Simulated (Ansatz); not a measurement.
Results of RPBE in Ansatz (plane waves, PAW) for AlB2-type ZrB₂.

Numerical settings: plane-wave cutoff 520 eV, 24×24×18 k mesh (along the axes of the cell as run), Fermi–Dirac smearing 0.08 eV (set by the program), scalar-relativistic PAW data made under PBE.

Cell (relaxed at this level):

```xyz
3
Lattice="3.1872 0.0000 0.0000 -1.5936 2.7602 0.0000 0.0000 0.0000 3.5596" Properties=species:S:1:pos:R:3 pbc="T T T"
Zr     0.0000     0.0000     0.0000
B      1.5936     0.9201     1.7798
B      0.0000     1.8401     1.7798
```

Q: What does this level give for the Poisson ratio, elastic constant C12, elastic constant C13, elastic constant C11, elastic constant C66, elastic constant C33 and elastic constant C44?

A: 
- Poisson ratio: 0.131
- elastic constant C12: 53.5 GPa
- elastic constant C13: 114 GPa
- elastic constant C11: 546 GPa
- elastic constant C66: 246 GPa
- elastic constant C33: 417 GPa
- elastic constant C44: 241 GPa

Measured, for comparison: elastic constant C12 57 GPa, elastic constant C13 121 GPa, elastic constant C11 568 GPa, elastic constant C33 441 GPa (room temperature, not corrected to a static lattice; as tabulated in Zhang et al. (2020), arXiv:1911.03307). Computed (rounded) less measured: elastic constant C12 -6 %, elastic constant C13 -6 %, elastic constant C11 -4 %, elastic constant C33 -5 %.

Elastic constants are with the ions relaxed.

Computed values are for the static lattice.

Ansatz is an electronic-structure program.
